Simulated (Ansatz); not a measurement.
Take AlN in the wurtzite structure (space group P6_3mc, No. 186; a = 3.1138 Å, c = 4.9833 Å) as the base. Axes: x lies along a and z along c of the hexagonal cell.

The values are results of Ansatz (a first-principles code) PBEsol, no spin-orbit coupling, not measurements.

Modification: the cell is compressed by 3.00 % along z with no lateral relaxation; the atoms relax in the strained cell.

Question: Predict the stress tensor and what it implies for the stiffness.

Answer: Stress of the strained cell less that of the base (GPa, compression positive):
```
   3.75    0.00    0.00
   0.00    3.75    0.00
   0.00    0.00   10.38
```

Then −Δσ_ii/ε with ε = -0.0300 gives secant stiffness values (nonlinear terms included at this strain): C33 ≈ 346 GPa, C13 ≈ 125 GPa and C23 ≈ 125 GPa.

As a check, the harmonic strain energy −½ V₀ Δσ:ε is 10 meV/atom; the computed energy rise is 10 meV/atom.

Stability against distortions was not tested.
